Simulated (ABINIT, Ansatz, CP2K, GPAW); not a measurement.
## Code comparison for Y2Mg (Cmcm, 6 atoms in the cell)

Self-consistent single point.

```yaml
crystal:
  lattice:
    - [6.37836, -2.60893, 0.00000]
    - [6.37836, 2.60893, 0.00000]
    - [0.00000, 0.00000, 5.21640]
  atoms:
    - { symbol: Y, position: [0.90968, 0.40284, 0.75000] }
    - { symbol: Y, position: [0.09032, 0.59716, 0.25000] }
    - { symbol: Y, position: [0.40284, 0.90968, 0.25000] }
    - { symbol: Y, position: [0.59716, 0.09032, 0.75000] }
    - { symbol: Mg, position: [0.25932, 0.74068, 0.75000] }
    - { symbol: Mg, position: [0.74068, 0.25932, 0.25000] }
```

Shared settings, as Ansatz (a program for electronic structure) writes them: kpoints.mp_grid.grid = 4 4 3; scf.occupations.method = fermi_dirac; scf.occupations.width = 0.0073 Ry. Potentials and cutoffs stand in the table.

```json
[
 {"code": "Ansatz", "model": "LDA (PW92), PAW files made with PBE", "pressure (GPa)": "-2.79", "largest force (eV/Å)": "0.093", "cutoff": "30.9 Ry"},
 {"code": "CP2K", "model": "LDA (Pade form), GPW, DZVP-MOLOPT-SR-GTH basis, GTH-PADE potentials (GTH_POTENTIALS)", "pressure (GPa)": "-2.39", "largest force (eV/Å)": "0.158", "cutoff": "grid 1000 Ry"},
 {"code": "ABINIT", "model": "LDA (PW92), norm-conserving pseudopotentials (PseudoDojo nc-sr-04 LDA standard)", "pressure (GPa)": "-2.76", "largest force (eV/Å)": "0.096", "cutoff": "42 Ha"},
 {"code": "GPAW", "model": "LDA (Perdew-Wang 92), GPAW PAW datasets LDA (gpaw-data 1.0.1)", "pressure (GPa)": "-2.80", "largest force (eV/Å)": "0.092", "cutoff": "850 eV"}
]
```

The spread over the programs that give each value: pressure within 0.41 GPa; largest force within 0.066 eV/Å.

CP2K uses small atom-centred bases, whose incompleteness enters pressures, forces and empty levels differently from a plane-wave cutoff. Ansatz's pressure is given at a fixed set of plane waves, as the other plane-wave codes print theirs.

The shared mesh is coarse (it stands for a supercell whose shortest vector is 16 Å), so the values are not converged in it.

The starting cell comes from a database of computed structures (which also holds hypothetical and non-ambient phases and stackings), without a prior relaxation at this level. Its lattice was rescaled by a random factor within 2.5 % of one.

Left out of this page: Elk (not drawn, or without a comparable value).

Keys are those of Ansatz 0.2.
